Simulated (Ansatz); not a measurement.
Start from SrTiO3 in the cubic perovskite structure (space group Pm-3m, No. 221).

```
SrTiO3
1.0
    3.90701     0.00000     0.00000
    0.00000     3.90701     0.00000
    0.00000     0.00000     3.90701
Sr Ti O
1 1 3
Cartesian
  0.00000   0.00000   0.00000
  1.95350   1.95350   1.95350
  0.00000   1.95350   1.95350
  1.95350   1.95350   0.00000
  1.95350   0.00000   1.95350
```

Cartesian axes are those of the cell as printed.

All numbers come from r2SCAN in Ansatz (plane waves to 500 eV, PAW, no spin-orbit coupling).

One thing is altered: compressive biaxial strain of 1.29 % in the plane normal to [110], as in epitaxy on a mismatched substrate; the out-of-plane cell vector and the atoms relax.

Problem. What happens to the in-plane stress?

Solution. The mean in-plane stress (compression positive) amounts to +5.4 GPa.

Problem. Predict the new ratio −ε⊥/ε∥.

Solution. The ratio −ε⊥/ε∥ comes out as 0.62.

Problem. How does this affect the energy relative to the base?

Solution. The energy grows by 5.0 meV/atom.

Stability against distortions was not tested. The final runs are not spin-polarised. Many cubic perovskites are stable only at high temperature; tilts and polar distortions were not tested.

Ansatz is a first-principles code.
